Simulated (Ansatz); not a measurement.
InGa3N4 (P3m1, No. 156, 8 atoms in the cell; start mp-1223879) was calculated with LDA (plane waves, PAW; Ansatz, a quantum-chemistry and plane-wave program).

Numerical settings: plane-wave cutoff 520 eV, 12×12×4 k mesh (along the axes of the cell as run), Fermi–Dirac smearing 0.01 eV, scalar-relativistic PAW data made under PBE.

Cell (relaxed at this level):

```cif
data_Ga3InN4
_chemical_formula_sum 'In1 Ga3 N4'
_space_group_name_H-M_alt 'P3m1'
_space_group_IT_number 156
_space_group_name_Hall 'P 3 -2"'
_cell_length_a 3.23144
_cell_length_b 3.23144
_cell_length_c 10.62161
_cell_angle_alpha 90.000
_cell_angle_beta 90.000
_cell_angle_gamma 120.000
loop_
_atom_site_label
_atom_site_type_symbol
_atom_site_symmetry_multiplicity
_atom_site_Wyckoff_symbol
_atom_site_fract_x
_atom_site_fract_y
_atom_site_fract_z
_atom_site_occupancy
In1 In 1 a 0.00000 0.00000 0.99757 1
Ga1 Ga 1 c 0.66667 0.33333 0.25941 1
Ga2 Ga 1 c 0.66667 0.33333 0.73789 1
Ga3 Ga 1 a 0.00000 0.00000 0.49849 1
N1 N 1 c 0.66667 0.33333 0.08015 1
N2 N 1 c 0.66667 0.33333 0.55616 1
N3 N 1 a 0.00000 0.00000 0.31686 1
N4 N 1 a 0.00000 0.00000 0.79525 1
```

**Question.** Predict the band gap.

**Answer.** 
- band gap = 0.85 eV

Spin–orbit coupling is not included.

Computed values are for the static lattice.

A start named mp-… is a Materials Project structure, which need not be a measured phase.
